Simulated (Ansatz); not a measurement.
# BeSe (model structure, from the CsCl type, Pm-3m, No. 221): lattice parameter a by level of theory

No measured value is used here.

```csv
level (code),value (Å)
PBE (Ansatz),3.107
PBEsol (Ansatz),3.069
PBE-D3(BJ) (Ansatz),3.053
```

Ansatz's density-functional and Hartree–Fock values are scalar-relativistic unless marked +SOC, with PAW data made under PBE.

A model structure was made by putting elements into a prototype or built by hand; it is no filed structure, need not be a known phase, and can be a saddle point held by its symmetry.

Ansatz is a first-principles code.
